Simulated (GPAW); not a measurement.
```
Bi2Pd
1.0
   -1.69334     1.69334     6.62347
    1.69334    -1.69334     6.62347
    1.69334     1.69334    -6.62347
Bi Pd
2 1
Direct
  0.63232   0.63232   0.00000
  0.36768   0.36768   0.00000
  0.00000   0.00000   0.00000
```

Method: LDA (Perdew-Wang 92), GPAW PAW datasets LDA (gpaw-data 1.0.1) (plane waves; GPAW).

The set-up and first iterations of a GPAW log for Bi2Pd (I4/mmm, 3 atoms in the cell):

```
Input parameters:
  convergence: {forces: 0.001}
  kpts: [9 9 9]
  maxiter: 120
  mode: {ecut: 550.0,
         name: pw}
  nbands: -7
  occupations: {fixmagmom: False,
                name: fermi-dirac,
                width: 0.1}
  symmetry: {symmorphic: False,
             tolerance: 0.0005}

species:
  Bi:
    name: Bismuth
    Z: 83.0
    valence: 15
    core: 68
    charge: 0.0
    file: Bi.LDA.gz

    # Using partial waves for Bi as LCAO basis

  Pd:
    name: Palladium
    Z: 46.0
    valence: 16
    core: 30
    charge: 0.0
    file: Pd.LDA.gz

    # Using partial waves for Pd as LCAO basis

Reference energy: -1306174.773447  # eV

Spin-paired calculation

Convergence criteria:
 Maximum [total energy] change in last 3 cyles: 0.0005 eV / valence electron
 Maximum integral of absolute [dens]ity change: 0.0001 electrons / valence electron
 Maximum integral of absolute [eigenst]ate change: 4e-08 eV^2 / valence electron
   [... lines left out ...]
  Pulay-stress correction: 0.000000 eV/Ang^3 (de/decut=0.000000)

Occupation numbers: Fermi-Dirac:
  width: 0.1000  # eV

Eigensolver

Densities:
  Coarse grid: 40*40*40 grid
  Fine grid: 80*80*80 grid
  Total Charge: 0.000000

Density mixing:
  Method: separate
  Backend: pulay
  Linear mixing parameter: 0.05
  old densities: 5
  Damping of long wavelength oscillations: 50

Hamiltonian:
  XC and Coulomb potentials evaluated on a 80*80*80 grid
  External potential:
    NoExternalPotential

Number of atoms: 3
Number of atomic orbitals: 30
Number of bands in calculation: 30
Number of valence electrons: 46
Bands to converge: occupied

Density initialized from atomic densities
  30 bands from LCAO basis set

Atomic positions and initial magnetic moments

Positions:
   0 Bi     0.000000   -0.000000    8.376305    ( 0.0000,  0.0000,  0.0000)
   1 Bi    -0.000000    0.000000    4.870635    ( 0.0000,  0.0000,  0.0000)
   2 Pd     0.000000    0.000000    0.000000    ( 0.0000,  0.0000,  0.0000)

Unit cell:
           periodic     x           y           z      points  spacing
  1. axis:    yes   -1.693340    1.693340    6.623470    40     0.0820
  2. axis:    yes    1.693340   -1.693340    6.623470    40     0.0820
  3. axis:    yes    1.693340    1.693340   -6.623470    40     0.0599

  Lengths:   7.043093   7.043093   7.043093
  Angles:  152.176675 152.176675  39.755355

Effective grid spacing dv^(1/3) = 0.1059
     iter     time        total  log10-change:
                         energy   eigst   dens  force
iter:   1 --:--:--   -18.744366
iter:   2 --:--:--   -17.593003   -1.56  -1.33
iter:   3 --:--:--   -16.849780   -1.41  -1.48
iter:   4 --:--:--   -16.752246   -1.35  -1.62
iter:   5 --:--:--   -16.707610   -2.31  -1.80
iter:   6 --:--:--   -16.704469   -1.61  -2.05
iter:   7 --:--:--   -16.685666c  -3.02  -1.89
iter:   8 --:--:--   -16.614552   -2.18  -2.22
iter:   9 --:--:--   -16.615134   -3.54  -2.89
iter:  10 --:--:--   -16.614257c  -4.09  -2.84
iter:  11 --:--:--   -16.614713c  -4.98  -2.96
iter:  12 --:--:--   -16.613893c  -4.34  -2.86
iter:  13 --:--:--   -16.613937c  -4.89  -3.11
iter:  14 --:--:--   -16.613967c  -4.29  -3.15
```

Problem. Will this run converge, and how will it end?

Solution. The run converged in 36 iterations. Convergence of the loop says nothing yet on basis, mesh or lower states. It ends on: free energy E − TS (from the program's reference atoms) -16.6362 eV; Fermi level (on the code's own zero) 8.05 eV; pressure -4.61 GPa; largest force (vector length) 0.169 eV/Å. The log goes on:

```
   [... 10 lines left out ...]
iter:  25 --:--:--   -16.614006c  -6.14  -3.42
iter:  26 --:--:--   -16.613838c  -5.26  -3.44
iter:  27 --:--:--   -16.613857c  -5.93  -3.64
iter:  28 --:--:--   -16.613849c  -5.81  -3.69
iter:  29 --:--:--   -16.613840c  -6.28  -4.07c
iter:  30 --:--:--   -16.613840c  -7.56c -4.24c
iter:  31 --:--:--   -16.613840c  -8.23c -4.47c -2.72
iter:  32 --:--:--   -16.613840c  -7.70c -4.51c -2.52
iter:  33 --:--:--   -16.613839c  -8.42c -4.71c -2.67
iter:  34 --:--:--   -16.613839c  -8.09c -4.82c -2.50
iter:  35 --:--:--   -16.613840c  -7.98c -4.90c -2.75
iter:  36 --:--:--   -16.613840c  -8.35c -5.04c -3.58c
Converged after 36 iterations.

Dipole moment: (-0.000000, 0.000000, 0.000000) |e|*Ang

Energy contributions relative to reference atoms: (reference = -1306174.773447)

Kinetic:        +26.415771
Potential:      -28.202136
External:        +0.000000
XC:             -11.766887
Entropy (-ST):   -0.044816
Local:           -3.038180
SIC:             +0.000000
--------------------------
Free energy:    -16.636248
Extrapolated:   -16.613840

Showing only first 2 kpts
 Kpt  Band  Eigenvalues  Occupancy
  0    21      9.49147    0.00000
  0    22     10.27377    0.00000
  0    23     10.27377    0.00000
  0    24     11.31466    0.00000

  1    21      8.66399    0.00419
  1    22      8.73916    0.00198
  1    23      9.43919    0.00000
  1    24     10.10719    0.00000

Fermi level: 8.04742

No gap
No difference between direct/indirect transitions
Energy (eV): -16.61384

Forces in eV/Ang:
  0 Bi    0.00000    0.00000   -0.16864
  1 Bi    0.00000    0.00000    0.16864
  2 Pd   -0.00000    0.00000    0.00000

Stress tensor:
     0.029103     0.000000    -0.000000
     0.000000     0.029103     0.000000
    -0.000000     0.000000     0.028102
Stress (GPa, Voigt): [ 4.6628  4.6628  4.5024  0.     -0.      0.    ]
```

For comparison: a first run (DFT PBEsol, plane waves, GPAW PAW datasets PBEsol (made by gpaw-setup)) was changed to give this one (xc: PBEsol → LDA; potentials: GPAW PAW datasets LDA (gpaw-data 1.0.1)), and from it to this one the pressure goes from -2.37 to -4.61 GPa and the largest force goes from 0.014 to 0.169 eV/Å.

The starting cell comes from a database of computed structures (which also holds hypothetical and non-ambient phases and stackings), without a prior relaxation at this level. Spin-orbit coupling is off. Spin polarisation is off. With a pressure of about -5 GPa the cell is away from its equilibrium volume at this level.

The run was DFT LDA (Perdew-Wang 92), plane waves, GPAW PAW datasets LDA (gpaw-data 1.0.1). Main settings of its input:

mode: pw
ecut: 550 eV
xc: LDA
kpts: 9 9 9
mesh shift (steps): 0 0 0
occupations.name: fermi-dirac
occupations.width: 0.1 eV
nbands: -7
convergence.forces: 0.001 eV/Å
symmetry.symmorphic: false
symmetry.tolerance: 0.0005
maxiter: 120
